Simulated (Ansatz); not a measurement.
Here is the system:

```xyz
2
Lattice="3.1169 0.0000 0.0000 0.0000 3.1169 0.0000 1.5584 -1.5584 2.2959" Properties=species:S:1:pos:R:3 pbc="T T T"
Ga     0.0000     0.0000     0.0000
N      3.1169     1.5584     1.1479
```

No spin polarisation.

Computed with r2SCAN, PAW, 500 eV (Ansatz, a program for electronic structure; without spin-orbit coupling). Γ-centred 13×13×13 mesh, Fermi–Dirac width 0.05 eV.

**Question.** What is the computed band gap?

**Answer.** 2.23 eV.

**Question.** What is the computed valence-band top at Γ (three highest levels, from the VBM)?

**Answer.** 0.00, 0.00, -0.21 eV.

**Question.** Predict the pressure (mean of the normal stresses, compression positive).

**Answer.** 3.92 GPa.

**Question.** Predict the gap character.

**Answer.** Direct at Γ.

The cells carry an imposed strain or load. Stability against distortions was not tested. The cell was made from GaN in the zinc blende structure (space group F-43m, No. 216) by this change: biaxial strain −2.00 %, plane normal [001], relaxed out of plane. This is not the structure that GaN has at room temperature and ambient pressure.
